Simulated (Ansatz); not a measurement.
Checking a run of Ansatz (a first-principles code) on LaP (Pnma, 8 atoms in the cell). The aim is a self-consistent single point with DFT, PBE, plane waves, default PAW files.

Cell that was meant: a = 12.0529 Å, b = 4.1903 Å, c = 4.9501 Å, α = 90.00°, β = 90.00°, γ = 90.00°.

Part of the input:

Ansatz 0.2 input:
```yaml
    - { symbol: P, position: [0.650500, 0.750000, 0.002300] }
    - { symbol: P, position: [0.150500, 0.750000, 0.497700] }
    - { symbol: P, position: [0.349500, 0.250000, 0.997700] }
total_charge: 1.0
kpoints:
  mp_grid:
    grid: [2, 5, 5]
```

The program printed (abridged):

```
WARN basis.ecutwfc = 420 eV, the default
WARN ansatz: RAYON_NUM_THREADS=1 ignored (pool sized by the plan → 1); use --threads N
   [... lines left out ...]
Symmetry: 8 space group operations
Space group: Pnma (ITA 62), of the structure as read, at distance tolerance 6.3e-5 Å
k-points: 18 of 50
Initial density: superposition of atomic densities (neutral atoms scaled as one to the charged cell's electrons …
Initial wavefunctions: pseudopotential atomic-orbital guess
Eigensolver: davidson
Functional: x = pbe(κ = 0.804, μ = 0.2195149727645171), c = pbe(β = 0.06672455060314922)
SCF iter   1: F=—  HF=-28038.143073 eV  |F-HF|=—  |Δ(HF+E_count)|=         —  Δρ=1.18e-2  dr2=7.84e-1  ethr=1.77e-3  ⟨swp⟩=6.8  Hψ=3559  notcnv=0
all-band conjugate gradients solve this SCF's bands
preconditioner: auto → Kerker (q_TF=auto, 2.168 Å⁻¹)
SCF iter   2: F=—  HF=-28037.948909 eV  |F-HF|=—  |Δ(HF+E_count)|=   1.94e-1  Δρ=4.52e-3  dr2=1.20e-1  ethr=1.24e-3  ⟨swp⟩=5.6  Hψ=1392  notcnv=0  defer=66
   [... lines left out ...]
SCF iter   6: F=—  HF=-28037.914668 eV  |F-HF|=—  |Δ(HF+E_count)|=   9.27e-5  Δρ=3.23e-5  dr2=6.75e-6  ethr=1.15e-7  ⟨swp⟩=2.5  Hψ=1227  notcnv=0  defer=66
SCF iter   7: F=—  HF=-28037.914669 eV  |F-HF|=—  |Δ(HF+E_count)|=   8.85e-7  Δρ=1.29e-5  dr2=1.09e-6  ethr=1.07e-8  ⟨swp⟩=2.1  Hψ=1016  notcnv=0  defer=66
SCF iter   8: F=-28037.914669 eV  HF=-28037.914669 eV  |F-HF|=7.76e-9  |Δ(HF+E_count)|=   1.71e-7  Δρ=4.23e-6  dr2=6.99e-8  ethr=1.59e-10  ⟨swp⟩=21.1  Hψ=5457  notcnv=0
SCF 1 converged in 8 iterations: F = -28037.914669 eV  dr2 = 6.99e-8
Free energy (F): -28037.914669 eV
Internal energy: -28037.868184 eV  (E = F + TS)
E sigma→0 (E₀):  -28037.891427 eV
Entropy (-TS):   -0.046485 eV (-5.811 meV/atom)
Fermi energy:    7.375676 eV
--- Forces (eV/Å), atoms counted from 1 ---
  atom   1  La     0.43638303     0.00000000    -0.26215729
  atom   2  La    -0.43638303     0.00000000    -0.26215729
  atom   3  La    -0.43638303     0.00000000     0.26215729
  atom   4  La     0.43638303     0.00000000     0.26215729
  atom   5  P      0.72656722     0.00000000    -0.89319655
  atom   6  P     -0.72656722     0.00000000    -0.89319655
  atom   7  P     -0.72656722     0.00000000     0.89319655
  atom   8  P      0.72656722     0.00000000     0.89319655
--- Stress (GPa, compression-positive) ---
        2.083884       0.000000       0.000000
        0.000000       6.830956       0.000000
        0.000000       0.000000      -6.444737
  P = ⅓ Tr σ = 0.8234 GPa (8.234 kbar)
  The stress holds the Pulay correction. Without it, at fixed plane waves, as pw.x and ABINIT print it: P = 0.8164 GPa
```

Question: Is this run sound? If not, what is wrong?

Answer: The run is not sound. The fault is an unintended net charge. A charged periodic cell changes the electron count and is neutralised by a uniform background, so energy, forces and pressure belong to another system. To fix it, remove the charge. The run converged in 8 iterations without an error; against the sound input the pressure goes from -1.92 to 0.82 GPa, the largest force goes from 1.104 to 1.151 eV/Å and no clean gap remains on the mesh (levels overlap or are partly filled), against 0.55 eV before.

An input that runs soundly differs in these lines (not the only fix; some lines may just follow from the change or write a value another way):
```diff
-total_charge: 1.0
```

With that input, the run converged in 7 iterations: free energy E − TS (on the zero of these files) -28030.4268 eV; gap on the k-point mesh 0.55 eV; pressure -1.92 GPa; largest force (vector length) 1.104 eV/Å (DFT, PBE, plane waves, default PAW files).

On the sound input: the starting cell was generated: these elements placed on a structure prototype, without a prior relaxation; it need not be a known phase or ordering of this composition. Forces in this geometry exceed 1 eV/Å. Ansatz's pressure includes its estimate of the finite-basis (Pulay) stress.
